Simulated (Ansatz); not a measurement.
**Si (P6₃/mmc, No. 194, 4 atoms in the cell; start mp-165; another form than the element's usual one)**

These are G0W0@HSE06 (Ansatz, a program for electronic structure, hard PAW, contour deformation, complete-basis limit) values and carry that method's errors.

Numerical settings: largest k mesh 9×9×4 (not extrapolated in the mesh).

Cell (relaxed with PBEsol):

```
Si
1.0
    3.82951     0.00000     0.00000
   -1.91476     3.31646     0.00000
    0.00000     0.00000     6.31544
Si
4
Direct
  0.33333   0.66667   0.06256
  0.66667   0.33333   0.93744
  0.66667   0.33333   0.56256
  0.33333   0.66667   0.43744
```

For Si (P6₃/mmc, No. 194, 4 atoms in the cell; start mp-165; another form than the element's usual one), the band gap is 1.22 eV (indirect).

Note: GW on a hybrid start was not checked against another program; the correction to the complete basis was taken at k points off the band edges; the gap holds a correction of +0.13 eV to the complete basis, taken at k points off the band edges; the gap is lowered by 0.04 eV for band edges off the mesh, as the parent functional finds them.

Computed values are for the static lattice.

A start named mp-… is a Materials Project structure, which need not be a measured phase.
